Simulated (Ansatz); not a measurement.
GaP (F-43m), PBEsol, rigid bands in Ansatz (a quantum-chemistry and plane-wave program): N_c = 3.90e19 cm⁻³ at 300 K and an electron conductivity mass of 0.344 mₑ.

Question: For 1e16 electrons per cm³ at 300 K, place the Fermi level, estimate the Seebeck coefficient of a parabolic band with constant τ, and give mobility and conductivity for τ = 50 fs.

Answer: The level lies k_BT ln(N_c/n) = 0.214 eV below the conduction-band minimum. S ≈ −(k_B/e)[ln(N_c/n) + 5/2] = -928 μV/K, against -925 μV/K from the full bands (mean over directions). μ = eτ/m = 256 cm²/(V·s) and σ = neμ = 0.410 S/cm. τ is assumed, not computed.

Band transport and this doping are assumed; polarons and phonon drag are left out. Spin-orbit coupling is left out.
